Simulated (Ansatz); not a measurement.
Cost and result by functional for the surface energy of the (120) surface of alpha gallium in its 1x1 cell, outermost plane spacing 1.11 Å in the ideal cut, in Ansatz (plane waves, PAW). Single points on the PBE structure, on one kind of machine; costs are rough ratios of the slab run's core time (references not counted) to the cheapest single point. r2SCAN's cost holds its higher cutoff (500 against 420 eV). Differences are taken against r2SCAN for comparison alone: no measured value is at hand, so the table doesn't rank accuracy.

Set-up: 32 atoms, 11.5 Å thick at the start; mesh 8x4x1; 0.1 eV smearing; dipole correction on; all atoms relaxed; symmetry of the start imposed; no spin, no spin-orbit, no U. These notes are the PBE run's.

```json
[
 {"functional": "LDA", "relative cost": "1", "surface energy (J/m²)": "0.81", "less r2SCAN (J/m²)": "0.06"},
 {"functional": "RPBE", "relative cost": "1", "surface energy (J/m²)": "0.43", "less r2SCAN (J/m²)": "-0.31"},
 {"functional": "PBEsol", "relative cost": "1", "surface energy (J/m²)": "0.73", "less r2SCAN (J/m²)": "-0.02"},
 {"functional": "r2SCAN", "relative cost": "2", "surface energy (J/m²)": "0.75", "less r2SCAN (J/m²)": "0.00"},
 {"functional": "PBE (the relaxed run's value)", "relative cost": "–", "surface energy (J/m²)": "0.56", "less r2SCAN (J/m²)": "-0.19"}
]
```

The values span 0.38 J/m², while the single points' costs differ by a factor of roughly 2. Differences are of unrounded values.

Ansatz is a first-principles code.
